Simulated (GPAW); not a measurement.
A self-consistent single point of InSe (R3m, 4 atoms in the cell) with GPAW.

Method of the run: LDA (Perdew-Wang 92), GPAW PAW datasets LDA (gpaw-data 1.0.1) (plane waves; GPAW 25.7.0).

```
InSe
1.0
    2.02334     1.16818     8.60852
   -2.02334     1.16818     8.60852
    0.00000    -2.33636     8.60852
In Se
2 2
Direct
  0.11035   0.11035   0.11035
  0.00183   0.00183   0.00183
  0.61971   0.61971   0.61971
  0.82581   0.82581   0.82581
```

Reference input (self-consistent single point, DFT LDA (Perdew-Wang 92), plane waves, GPAW PAW datasets LDA (gpaw-data 1.0.1)): mode = pw; ecut = 600 eV; xc = LDA; kpts = 6 6 6; mesh shift (steps) = 0 0 0; occupations.name = fixed-uniform; nbands = -8; convergence.bands = -6; symmetry.symmorphic = false; symmetry.tolerance = 0.0005; maxiter = 100. This run's input differs from it in these lines:

```diff
@@ -16,3 +16,3 @@
             xc='LDA',
-            kpts={'size': (6, 6, 6), 'gamma': True},
+            kpts={'size': (4, 4, 4), 'gamma': True},
             occupations={'name': 'fixed-uniform'},
```

The program printed (abridged):

```
     iter     time        total  log10-change:
                         energy   eigst   dens
iter:   1 --:--:--   -17.424492   +0.07
iter:   2 --:--:--   -17.335730   -1.22  -1.23
iter:   3 --:--:--   -17.086334   -1.75  -1.27
iter:   4 --:--:--   -17.052843   -2.51  -1.51
iter:   5 --:--:--   -17.038035   -1.87  -1.66
iter:   6 --:--:--   -17.017329   -2.56  -1.99
iter:   7 --:--:--   -17.008020   -3.45  -2.22
iter:   8 --:--:--   -17.008081c  -4.29  -2.91
iter:   9 --:--:--   -17.007742c  -4.15  -3.00
iter:  10 --:--:--   -17.007730c  -5.39  -3.48
iter:  11 --:--:--   -17.007721c  -6.27  -3.55
iter:  12 --:--:--   -17.007719c  -6.40  -3.62
iter:  13 --:--:--   -17.007721c  -6.48  -3.76
iter:  14 --:--:--   -17.007719c  -6.88  -3.77
iter:  15 --:--:--   -17.007717c  -6.97  -3.85
iter:  16 --:--:--   -17.007715c  -6.81  -3.96
iter:  17 --:--:--   -17.007714c  -7.59c -4.54c
Converged after 17 iterations.

Dipole moment: (0.000000, 0.000000, -8.776368) |e|*Ang

Energy contributions relative to reference atoms: (reference = -451702.928124)

Kinetic:        +35.054841
Potential:      -33.816703
External:        +0.000000
XC:             -18.489634
Entropy (-ST):   +0.000000
Local:           +0.243781
SIC:             +0.000000
--------------------------
Free energy:    -17.007714
Extrapolated:   -17.007714

Showing only first 2 kpts
 Kpt  Band  Eigenvalues  Occupancy
  0    17      2.72425    2.00000
  0    18      2.72425    2.00000
  0    19      5.28120    0.00000
  0    20      5.76865    0.00000

  1    17      2.11389    2.00000
  1    18      2.68346    2.00000
  1    19      5.95529    0.00000
  1    20      6.31532    0.00000

Fermi level: 4.02085

Gap: 0.197 eV
Transition (v -> c):
   [... lines left out ...]
Energy (eV): -17.007714

Forces in eV/Ang:
  0 In    0.00000   -0.00000   -0.03141
  1 In    0.00000   -0.00000    0.03390
  2 Se    0.00000    0.00000    0.17078
  3 Se    0.00000    0.00000   -0.17220

Stress tensor:
     0.013913    -0.000000    -0.000000
    -0.000000     0.013913     0.000000
    -0.000000     0.000000     0.016990
Stress (GPa, Voigt): [ 2.2291  2.2291  2.7222  0.     -0.     -0.    ]
```

The run converged in 17 iterations. GPAW prints stress with tension positive. Against the reference run the free energy rises by 18.0 meV/atom, the pressure goes from -2.58 to -2.39 GPa, the largest force moves little (0.169 to 0.172 eV/Å) and the gap on the mesh hardly changes (0.202 to 0.197 eV).

The starting cell comes from a database of computed structures (which also holds hypothetical and non-ambient phases and stackings), without a prior relaxation at this level.

Cost on one core of a shared machine: roughly 3 min.
